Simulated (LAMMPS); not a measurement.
System: Al (fcc) with 10 % of Al sites Cu, 4000 atoms, at 300 K and 0 GPa, heated as the crystal.

Model: classical MD, pair style eam/alloy, file AlCu.eam.alloy, run in LAMMPS.

| frequency (THz) | spectral density (1/THz), total | spectral density (1/THz), Al | spectral density (1/THz), Cu |
|---|---|---|---|
| 0.06550 | 0.0001 | 0.0000 | 0.0000 |
| 0.3265 | 0.0013 | 0.0011 | 0.0003 |
| 0.5875 | 0.0045 | 0.0036 | 0.0009 |
| 0.8485 | 0.0095 | 0.0074 | 0.0021 |
| 1.110 | 0.0166 | 0.0127 | 0.0040 |
| 1.371 | 0.0231 | 0.0171 | 0.0060 |
| 1.632 | 0.0340 | 0.0241 | 0.0099 |
| 1.893 | 0.0491 | 0.0335 | 0.0156 |
| 2.154 | 0.0646 | 0.0417 | 0.0229 |
| 2.415 | 0.0851 | 0.0519 | 0.0332 |
| 2.676 | 0.1080 | 0.0645 | 0.0435 |
| 2.938 | 0.1275 | 0.0817 | 0.0459 |
| 3.199 | 0.1414 | 0.1042 | 0.0373 |
| 3.460 | 0.1549 | 0.1280 | 0.0269 |
| 3.721 | 0.1657 | 0.1461 | 0.0196 |
| 3.982 | 0.1734 | 0.1593 | 0.0141 |
| 4.243 | 0.1830 | 0.1725 | 0.0105 |
| 4.504 | 0.1906 | 0.1823 | 0.0083 |
| 4.766 | 0.1898 | 0.1830 | 0.0068 |
| 5.027 | 0.1808 | 0.1754 | 0.0054 |
| 5.287 | 0.1670 | 0.1627 | 0.0043 |
| 5.548 | 0.1519 | 0.1484 | 0.0035 |
| 5.809 | 0.1395 | 0.1365 | 0.0031 |
| 6.071 | 0.1295 | 0.1266 | 0.0029 |
| 6.332 | 0.1243 | 0.1215 | 0.0028 |
| 6.593 | 0.1246 | 0.1219 | 0.0027 |
| 6.854 | 0.1353 | 0.1324 | 0.0029 |
| 7.115 | 0.1544 | 0.1515 | 0.0030 |
| 7.377 | 0.1696 | 0.1671 | 0.0025 |
| 7.638 | 0.1696 | 0.1677 | 0.0019 |
| 7.899 | 0.1466 | 0.1453 | 0.0013 |
| 8.159 | 0.1058 | 0.1049 | 0.0009 |
| 8.421 | 0.0644 | 0.0638 | 0.0006 |
| 8.682 | 0.0364 | 0.0360 | 0.0004 |
| 8.943 | 0.0216 | 0.0213 | 0.0003 |
| 9.204 | 0.0145 | 0.0143 | 0.0002 |
| 9.466 | 0.0109 | 0.0107 | 0.0002 |
| 9.726 | 0.0086 | 0.0085 | 0.0002 |
| 9.988 | 0.0070 | 0.0069 | 0.0001 |
| 10.25 | 0.0059 | 0.0057 | 0.0001 |
| 10.51 | 0.0049 | 0.0048 | 0.0001 |
| 10.77 | 0.0043 | 0.0042 | 0.0001 |
| 11.03 | 0.0038 | 0.0037 | 0.0001 |
| 11.29 | 0.0033 | 0.0032 | 0.0001 |
| 11.55 | 0.0029 | 0.0028 | 0.0001 |
| 11.82 | 0.0026 | 0.0025 | 0.0001 |
| 12.08 | 0.0023 | 0.0023 | 0.0000 |
| 12.34 | 0.0020 | 0.0020 | 0.0000 |
| 12.60 | 0.0018 | 0.0018 | 0.0000 |
| 12.86 | 0.0016 | 0.0016 | 0.0000 |

The data show:
- state found: crystal; no diffusion seen in 30 ps
- mean frequency of the velocity spectrum: 5.3 THz

Caution: the random arrangement on this lattice is imposed, and need not be a phase that exists in equilibrium.
